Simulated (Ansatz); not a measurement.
Consider CrGe (space group P2_13, No. 198; a = 4.700 Å; ferromagnetic; a cell from a computed database, its experimental status unchecked).

Method: PBEsol (Ansatz, a first-principles code; PAW; 420 eV plane waves; no spin-orbit coupling).

One change was made to it. Results:

```json
[
 {"quantity": "magnetic state", "base": "ferromagnetic", "after": "ferromagnetic"},
 {"quantity": "shortest interatomic distance", "base": "2.379 Å", "after": "2.377 Å"}
]
```

### Question
What was done to the base?
A) pressure 3 GPa
B) pressure −2 GPa
C) pressure 0.3 GPa

### Answer
C, pressure 0.3 GPa. For comparison, the shortest interatomic distance in the other runs: pressure 3 GPa gives 2.367 Å; pressure −2 GPa gives 2.387 Å.

Other magnetic orders, which the real material may have, were not ruled out. Load acts through the strain it causes; cell and atoms are relaxed under it. Stability against distortions was not tested.
